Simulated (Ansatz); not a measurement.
Start from HfO$_{2}$ (space group P2_1/c, No. 14).

```
CELL_PARAMETERS angstrom
      5.09582     0.00000     0.00000
      0.00000     5.17681     0.00000
     -0.88085     0.00000     5.19696
ATOMIC_POSITIONS crystal
  Hf 0.27715 0.04297 0.20819
  Hf 0.72285 0.54297 0.29181
  Hf 0.72285 0.95703 0.79181
  Hf 0.27715 0.45703 0.70819
  O  0.07117 0.33721 0.34099
  O  0.92883 0.83721 0.15901
  O  0.92883 0.66279 0.65901
  O  0.07117 0.16279 0.84099
  O  0.44715 0.75815 0.47996
  O  0.55285 0.25815 0.02004
  O  0.55285 0.24185 0.52004
  O  0.44715 0.74185 0.97996
```

Computed with PBEsol in Ansatz (plane waves to 420 eV, PAW, no SOC).

Before the change:

- Width of the top valence band: 0.73 eV
- Band gap: 3.97 eV
- Gap character: indirect, Γ → Y₂

It is then changed as follows: cell and atoms relaxed at a pressure of 22.5 GPa.

Task: Predict the new width of the top valence band, band gap and gap character.

Result: The width of the top valence band drops by 0.02 eV (0.73 eV → 0.71 eV); the band gap increases by 0.697 eV (3.97 eV → 4.66 eV); the gap character changes from indirect, Γ → Y₂ to indirect, C₂–Y₂ (80 % along) → Γ.

Spin-orbit coupling, missing from the scalar runs, can matter with Hf. Load acts through the strain it causes; cell and atoms are relaxed under it. Stability against distortions was not tested. No other phases were tried under pressure.

Ansatz is a first-principles code.
